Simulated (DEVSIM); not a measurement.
System: illuminated Si n-on-p cell, one wavelength, at 300 K.

Layer 1 from the left is Si, thickness (μm) 0.100, Nd (cm⁻³) 6.6e18, τn (s) 8.6e-5, τp (s) 3.1e-6, absorption coefficient (cm⁻¹) 340. Layer 2 from the left is Si, thickness (μm) 21.0, Na (cm⁻³) 5.1e16, τn (s) 0.0001, τp (s) 0.0001, absorption coefficient (cm⁻¹) 340.

Left contact: ohmic, minority hole recombination velocity 20000 cm/s. Right contact: ohmic, minority electron recombination velocity 200 cm/s. Voltage is applied to the left contact. Recombination: SRH at mid-gap, radiative, Auger. Light enters at the left, 4.5e16 photons cm⁻² s⁻¹, one pass, no reflection. Mobility is μmin + (μ − μmin)/(1 + (N/Nref)^α).

The device is made up for the run: typed textbook-type constants, with dimensions and the other settings drawn at random. Values at 300 K.

Si: gap (eV) 1.124, affinity (eV) 4.05, permittivity 11.7, Nc (cm⁻³) 2.86e19, Nv (cm⁻³) 3.1e19, μn (cm²/Vs) 1417, μp (cm²/Vs) 470, μn,min 52, μp,min 45, Nref,n 9.7e16, Nref,p 2.2e17, αn 0.68, αp 0.72, B (cm³/s) 4.7e-15, Cn (cm⁶/s) 2.8e-31, Cp (cm⁶/s) 9.9e-32.

Model (solved in DEVSIM): 1D drift-diffusion, Boltzmann statistics, complete ionisation; no tunnelling, impact ionisation, image-force lowering or self-heating.

Dark forward current:

```csv
|V| (V),|J| (A/cm²)
0.05,1.824e-11
0.10,6.777e-11
0.20,8.113e-10
0.25,3.506e-9
0.30,1.838e-8
0.35,1.108e-7
0.40,7.207e-7
0.45,4.857e-6
0.50,3.324e-5
0.55,0.0002289
0.60,0.001580
0.65,0.01092
0.70,0.07529
0.75,0.5139
0.80,3.446
0.85,22.77
0.90,144.2
0.95,812.8
1.00,3593
```

Work out the local ideality factor n = ΔV / (kT/q · ln(J2/J1)) between the rows 0.20 and 0.25 V, 0.60 and 0.65 V, 0.95 and 1.00 V.

kT/q = 25.85 mV. From 0.20 to 0.25 V: ln(3.506e-9/8.113e-10) = 1.464, n = 1.32. From 0.60 to 0.65 V: ln(0.01092/0.001580) = 1.933, n = 1.00, near the 1 of diffusion or emission over a barrier. From 0.95 to 1.00 V: ln(3593/812.8) = 1.486, n = 1.30.

What current could the absorbed light give at most, and what share is collected?

Σ αd = 0.717, so qΦ(1 − exp(−Σ αd)) = 3.69 mA/cm². The simulated short-circuit current is 3.659 mA/cm², a share of 0.99.

Estimate the open-circuit voltage by superposition: the voltage at which the dark current equals that short-circuit current.

Interpolating ln J in the table gives 0.622 V. The simulation gives 0.622 V, the same within the digits that matter. Superposition holds where collection doesn't change with voltage.

Estimate the fill factor from FF0 = (v − ln(v + 0.72))/(v + 1), v = qVoc/(nkT), with n from the dark curve.

The rows about Voc, 0.60 and 0.65 V, give n = 1.00, so v = 24.0 and FF0 = 0.832. The simulation gives 0.832, the same within the digits that matter.
